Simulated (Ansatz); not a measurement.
Subject: the reaction energy. Reaction: TiO2 (rutile) + SrO (rock salt) → SrTiO3 (cubic perovskite). Negative: the products are lower in energy.

SrTiO3 (cubic perovskite, Pm-3m), 5 atoms in the cell; spin state with PBE: run without spin, k-point mesh 10×10×10 on the run's own vectors.
```xyz
5
Lattice="3.9365 0.0000 0.0000 0.0000 3.9365 0.0000 0.0000 0.0000 3.9365" Properties=species:S:1:pos:R:3 pbc="T T T"
Sr     0.0000     0.0000     0.0000
Ti     1.9683     1.9683     1.9683
O      1.9683     1.9683     0.0000
O      1.9683     0.0000     1.9683
O      0.0000     1.9683     1.9683
```

TiO2 (rutile, P4₂/mnm), 6 atoms in the cell; spin state with PBE: run without spin, k-point mesh 12×8×8 on the run's own vectors.
TiO$_{2}$ has the tetragonal space group P4₂/mnm (No. 136), the rutile structure, Pearson symbol tP6. Conventional cell: a = 4.644 Å, b = 4.644 Å, c = 2.964 Å, α = 90.00°, β = 90.00°, γ = 90.00°. Ti on 2a sees 6 O at 1.958–2.004 Å (octahedral). O on 4f is surrounded by 3 Ti at 1.958–2.004 Å (trigonal planar). (Neighbours: up to the widest gap in distance over summed covalent radii, below 1.35, at either atom; cation-cation and far metal-metal contacts left out.)

SrO (rock salt, Fm-3m), 2 atoms in the cell, k-point mesh 12×12×12 on the run's own vectors.
Space group Fm-3m (No. 225); a = b = c = 5.195 Å, α = β = γ = 90.00°

```
atom  site  symmetry       x       y       z
----  ----  --------  ------  ------  ------
Sr      4a      m-3m  0.0000  0.0000  0.0000
O       4b      m-3m  0.5000  0.5000  0.5000
```
(The calculation used a cell of 2 atoms; values per cell refer to that cell.)

Plane-wave PAW calculations with Ansatz (a quantum-chemistry and plane-wave program), its PAW set soft_1, cutoff 420 eV, 500 eV for r2SCAN. The structures are at rest with PBE; other levels are single points on them, but for the rows marked own geometry. HSE06 runs on coarser k-point meshes, mended by the PBE difference between the two meshes. Neutral cells; Fermi-Dirac smearing of at most 0.05 eV in the solids, energies taken to zero width. The lattices are those relaxed with PBE, so at other levels the solids can be strained, which adds to the spread. A dispersion term (D3(BJ), or D4 for r2SCAN) was computed beside these levels and is taken off wherever the name lacks it. Nuclei at rest; no vibrational terms. No structure search was made; lower ones may exist.

### Question
Give the value at the level PBE.

### Answer
-1.21 eV, for TiO2 (rutile) + SrO (rock salt) → SrTiO3 (cubic perovskite).

### Question
What do the other levels give, and how wide is the spread?

### Answer
```
Method                 value (eV)  less PBE
---------------------  ----------  --------
PBE+D3(BJ)                  -1.30     -0.09
r2SCAN+D4                   -1.38     -0.17
HSE06+D3(BJ)                -1.44     -0.23
r2SCAN (own geometry)       -1.38     -0.17
```

The levels span 0.23 eV, from HSE06+D3(BJ) (-1.44) to PBE (-1.21).
